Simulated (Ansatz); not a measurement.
The starting structures come from a database of crystals and need not be the phases stable at ambient conditions.

Tunnelling through a barrier is set by its complex band structure: the current falls as exp(−2κd) with the smallest κ.

Given:

```
CELL_PARAMETERS angstrom
      6.18736     0.00000     0.00000
      0.00000     6.26743     0.00000
      0.00000     2.30859     5.81331
ATOMIC_POSITIONS crystal
  Sb 0.62905 0.62968 0.14907
  Sb 0.37095 0.37032 0.85093
  Sb 0.12905 0.87032 0.85093
  Sb 0.87095 0.12968 0.14907
  Ru 0.01291 0.69746 0.29639
  Ru 0.98709 0.30254 0.70361
  Ru 0.51291 0.80254 0.70361
  Ru 0.48709 0.19746 0.29639
  S  0.36650 0.82126 0.35263
  S  0.63350 0.17874 0.64737
  S  0.86650 0.67874 0.64737
  S  0.13350 0.32126 0.35263
```

Space group of this cell: P2_1/c. The cell is taken as given; by r2SCAN its mean pressure is -2.2 GPa.

Transport runs along the normal of the first two printed cell vectors.

The gap is the functional's own. No spin-orbit coupling. Mid-gap values are interpolated on the energy grid.

Task: State the band gap and the smallest decay constant κ at mid-gap according to r2SCAN (Ansatz, a quantum-chemistry and plane-wave program).

Result: Gap 1.03 eV on a 6×6×6 mesh; κ = 0.200 1/Å, at (0.500, 0.333) of the in-plane reciprocal vectors. At the zone centre, at the nearest computed energy, the slowest state has κ = 0.29 1/Å.
